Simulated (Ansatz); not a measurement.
# Habitual settings against a tight run: Zr3Se4 (Cmmm, 7 atoms in the cell)

Self-consistent single point.

```
Zr3Se4
1.0
    3.96716    -5.38747     0.00000
    3.96716     5.38747     0.00000
    0.00000     0.00000     3.78765
Zr Se
3 4
Cartesian
  1.98358   2.69374   0.00000
  1.98358  -2.69374   0.00000
  0.00000   0.00000   1.89383
  3.96716  -2.54127   1.89383
  3.96716   2.54127   1.89383
  5.89107   0.00000   0.00000
  2.04324   0.00000   0.00000
```

Method: LDA (PW92), PAW files made with PBE (plane waves; Ansatz, a quantum-chemistry and plane-wave program).

Base settings: basis.ecutwfc = 420 eV; kpoints.mp_grid.grid = 4 4 7; hamiltonian.xc = lda; hamiltonian.pseudopotentials = {kind: paw} (the program's default PAW files); scf.occupations.method = cold; scf.occupations.width = 0.136 eV.

Tight run (finer mesh or higher cutoff; not a proven limit): basis.ecutwfc: 420 eV → 590 eV; kpoints.mp_grid.grid: 4 4 7 → 6 6 10; scf.convergence.dr2_threshold: default (1e-07 eV) → 1e-09 eV. It gave Fermi level (on the code's own zero) 11.56 eV; pressure -8.47 GPa; largest force (vector length) 0.456 eV/Å.

Quick runs, as changes from the base:
- A: the base itself
- B: basis.ecutwfc: 420 eV → 335 eV; kpoints.mp_grid.grid: 4 4 7 → 2 2 2; kpoints.mp_grid.shift: default → 0.5 0.5 0.5; scf.convergence.dr2_threshold: default (1e-07 eV) → 0.001 eV
- C: basis.ecutwfc: 420 eV → 210 eV; kpoints.mp_grid.grid: 4 4 7 → 2 2 2
- D: kpoints.mp_grid.grid: 4 4 7 → 4 4 4; kpoints.mp_grid.shift: default → 0.5 0.5 0.5; scf.convergence.dr2_threshold: default (1e-07 eV) → 0.001 eV
- E: basis.ecutwfc: 420 eV → 250 eV; kpoints.mp_grid.grid: 4 4 7 → 3 3 3; hamiltonian.xc: lda → pbesol; kpoints.mp_grid.shift: default → 0.5 0.5 0.5 [PBEsol]
- F: basis.ecutwfc: 420 eV → 210 eV; kpoints.mp_grid.grid: 4 4 7 → 4 4 4

Energies are extrapolated to zero smearing width, which holds to low order in the width alone.

Dashes: energy of E, another energy zero.

† marks runs with another functional, U, potentials or spin treatment: their distance from the tight run is not a convergence error alone.

The count of work is k-points × plane waves × bands × iterations; it is no time. 

Pressures in the table are Ansatz's without its Pulay estimate, at a fixed set of plane waves; the tight run's value above holds the estimate.

The starting cell comes from a database of computed structures (which also holds hypothetical and non-ambient phases and stackings), without a prior relaxation at this level. Its lattice was rescaled by a random factor within 2.5 % of one. In the base run, with a pressure of about -8 GPa the cell is away from its equilibrium volume at this level.

```tsv
run	energy less tight (meV/atom)	pressure less tight (GPa)	largest miss in a force vector (eV/Å)	count of work / tight
A	1.1	-0.01	0.009	0.18
B	-27.5	-0.65	0.194	0.0060
C	1629.9	-58.36	0.219	0.015
D	-0.4	0.01	0.037	0.050
E†	–	-13.95	0.122	0.023
F	1586.4	-57.69	0.049	0.047
```

Among the runs at the tight run's level, the energy misses run from 0.4 to 1629.9 meV/atom.

Keys are those of Ansatz 0.2.
